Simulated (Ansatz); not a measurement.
## SiS2 (space group Ibam, No. 72; made of chains)

Space group Ibam (No. 72); a = 6.0185 Å, b = 9.3955 Å, c = 5.5448 Å, α = 90.00°, β = 90.00°, γ = 90.00°

| atom | site | symmetry | x | y | z |
|---|---|---|---|---|---|
| S | 8j | ..m | 0.1946 | 0.1206 | 0.0000 |
| Si | 4a | 222 | 0.0000 | 0.0000 | 0.2500 |
(The calculation used a cell of 6 atoms; values per cell refer to that cell.)

The values are results of PBEsol (Ansatz, a quantum-chemistry and plane-wave program), spin-orbit coupling left out, not measurements. Γ-centred 8×8×8 mesh, Fermi–Dirac width 0.05 eV.

```json
{
  "volume_per_atom": "26.13 Å³",
  "density": "1.95 g/cm³",
  "band_gap": "2.80 eV, indirect, Σ₀–Γ (11 % along) → G₀–X (50 % along)",
  "total_energy": "-797.757 eV/atom (σ→0; compares only within this code and set-up)"
}
```

Whether these cells are dynamically stable was not tested. No dispersion term is included in the PBEsol runs.
